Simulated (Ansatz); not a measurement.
Take Ru in the hcp (Mg type) structure (space group P6_3/mmc, No. 194) as the base.

```xyz
2
Lattice="2.6919 0.0000 0.0000 -1.3459 2.3312 0.0000 0.0000 0.0000 4.2457" Properties=species:S:1:pos:R:3 pbc="T T T"
Ru     0.0000     1.5542     3.1842
Ru     1.3459     0.7771     1.0614
```

Cartesian axes are those of the cell as printed.

Computed with PBEsol (Ansatz, an electronic-structure program), without spin-orbit coupling.

For the base:

| Quantity | Value |
|---|---|
| Shortest interatomic distance | 2.631 Å |

Perturbation: a free-standing slab of 6 layers (6 atoms, 1 a layer) is cut normal to the z axis, with 15 Å of vacuum and the in-plane cell held at bulk.

### Question
What does the calculation give for the excess energy per area of both faces after the change?

### Answer
The excess energy per area of both faces (slab less bulk energy over the cell's area: twice a surface energy) is 6.0 J/m² (uncertain by up to 0.2 J/m²).

### Question
What happens to the shortest interatomic distance?

### Answer
The shortest interatomic distance drops by 0.068 Å (2.631 Å → 2.563 Å).

### Question
How does this affect the change of the spacing d23 from its bulk value of 2.123 Å?

### Answer
The change of the spacing d23 from its bulk value of 2.123 Å comes out as 0.0 %.

The excess energy carries the mismatch between the slab's and the bulk's meshes. Stability against distortions was not tested. The final runs are not spin-polarised.
